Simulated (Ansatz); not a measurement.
An Ansatz (a program for electronic structure) run: CsSnI3 with a change (pressure 100 GPa); r2SCAN (Ansatz), no spin-orbit coupling.

Input:

Ansatz 0.2 input:
```yaml
crystal:
  lattice:
    - [4.85469818, 0, 0]
    - [0, 4.85469818, 0]
    - [0, 0, 4.85469818]
  atoms:
    - { symbol: Cs, position: [0, 0, 0] }
    - { symbol: Sn, position: [0.5, 0.5, 0.5] }
    - { symbol: I, position: [0, 0.5, 0.5] }
    - { symbol: I, position: [0.5, 0.5, 0] }
    - { symbol: I, position: [0.5, 0, 0.5] }
basis: { ecutwfc: 500, ecutrho_ratio: 4, xc_grid: 4, fft_grid_basis: typed }
kpoints: { mp_grid: { grid: [6, 6, 6] } }
hamiltonian:
  xc: r2scan
  dispersion: none
  pseudopotentials: { kind: paw }
scf: { occupations: { method: fermi_dirac, width: 0.05 } }
relax: { f_tol: 0.01, max_steps: 60, cell: { stress_tol: 0.02, p_target: 100 } }
output: { forces: true, stress: true }
checkpoint: { write: state.ck, write_every: 1000 }
```

Output (explanatory and most iteration lines left out):

```
Relaxation: its limit of steps is 60 (relax.max_steps)
Pseudopotential: Cs, paw, valence charge 9
Pseudopotential: Sn, paw, valence charge 14
Pseudopotential: I, paw, valence charge 17
Crystal: 5 atoms, lattice volume = 114.416 Å³
Basis set: ecut = 500 eV, 2945 PW (Γ), exchange–correlation on 144×144×144 points (64 copies of the dense FFT grid, shifted against one another)
Bands: 45, of which v1, the nominal top of the filled ones, is band 37 counted from 1 (36 counted from 0)
Symmetry: 48 space group operations
Space group: Pm-3m (ITA 221), of the structure as read, at distance tolerance 4.9e-5 Å
k-points: 20 of 216
Functional: x = r2scan, c = r2scan; τ floored in thin density (d = 2e-4 eV/Å³)
SCF iter   1: F=—  HF=-34299.100290 eV  |F-HF|=—  |Δ(HF+E_count)|=         —  Δρ=5.49e-3  dr2=6.27e-2  dr2_τ=6.33e-2  ethr=1.77e-3  ⟨swp⟩=11.5  Hψ=5019  notcnv=0  defer=6
SCF iter   2: F=—  HF=-34299.345346 eV  |F-HF|=—  |Δ(HF+E_count)|=   2.45e-1  Δρ=4.00e-3  dr2=3.47e-2  dr2_τ=2.16e-4  ethr=8.47e-5  ⟨swp⟩=3.1  Hψ=1739  notcnv=0  defer=30
SCF 1 converged in 8 iterations: F = -34299.334674 eV  dr2 = 1.37e-8
relax step   1: F+E_penalty+E_count = -34299.33467368 eV  Δ(F+E_penalty+E_count) = +0.000e0 eV  max|allowed force component| = 3.077e-29 eV/Å  Δτ_max = 0.0000 Å  P = +74.988 GPa  Ω = 114.416 Å³  (8 SCF iters, dr2 threshold 1.00e-7 eV, accepted)
[... steps on the carried basis left out ...]
relax step   6: F+E_penalty+E_count = -34294.53302730 eV  Δ(F+E_penalty+E_count) = +1.512e-3 eV  max|allowed force component| = 1.199e-29 eV/Å  Δτ_max = 0.0000 Å  P = +99.986 GPa  Ω = 105.556 Å³  stress off target by 1.40e-2 GPa  SCF on the basis re-selected at this cell (its energy is not comparable with the rows above)  (6 SCF iters)
SCF converged after 6 iterations
Free energy (F): -34294.533027 eV
Internal energy: -34294.525276 eV  (E = F + TS)
E sigma→0 (E₀):  -34294.529152 eV
Entropy (-TS):   -0.007751 eV (-1.550 meV/atom)
Fermi energy:    19.186204 eV
--- Forces (eV/Å), atoms counted from 1 ---
  atom   1  Cs     0.00000000    -0.00000000    -0.00000000
  atom   2  Sn     0.00000000     0.00000000    -0.00000000
  atom   3  I     -0.00000000     0.00000000     0.00000000
  atom   4  I      0.00000000     0.00000000    -0.00000000
  atom   5  I     -0.00000000    -0.00000000     0.00000000
--- Stress (GPa, compression-positive) ---
       99.986050      -0.000000       0.000000
       -0.000000      99.986050      -0.000000
        0.000000      -0.000000      99.986050
  P = ⅓ Tr σ = 99.9860 GPa (999.860 kbar)
--- Relaxed structure (5 steps of the walk, 5 accepted, 1 SCFs on fresh bases) ---
  cell:  # Å, volume = 105.5557 Å³
    - [4.726001243968695, -3.1216114515276446e-33, -2.567906592516314e-34]
    - [-4.0123540508067186e-35, 4.726001243968695, 3.851859888774472e-34]
    - [7.703719777548943e-34, 2.5679065925163143e-34, 4.726001243968695]
  atoms:
    - { symbol: Cs, position: [7.546876565161546e-36, 1.0802751535803818e-48, -4.855622157123825e-37] }
    - { symbol: Sn, position: [0.5, 0.5, 0.5] }
    - { symbol: I, position: [-4.7471454917489746e-36, 0.5, 0.5] }
    - { symbol: I, position: [0.5, 0.5, 2.892711072261965e-37] }
    - { symbol: I, position: [0.5, 5.165555482704928e-38, 0.5] }
```

A case with no gap was solved on a k-mesh chosen for an insulator, which is coarse for it. Load acts through the strain it causes; cell and atoms are relaxed under it. Whether these cells are dynamically stable was not tested. No other phases were tried under pressure. All final runs are without spin polarisation. The cell was made from CsSnI₃ in the cubic perovskite structure (space group Pm-3m, No. 221) by this change: pressure 100 GPa. Many cubic perovskites are stable only at high temperature; tilts and polar distortions were not tested.
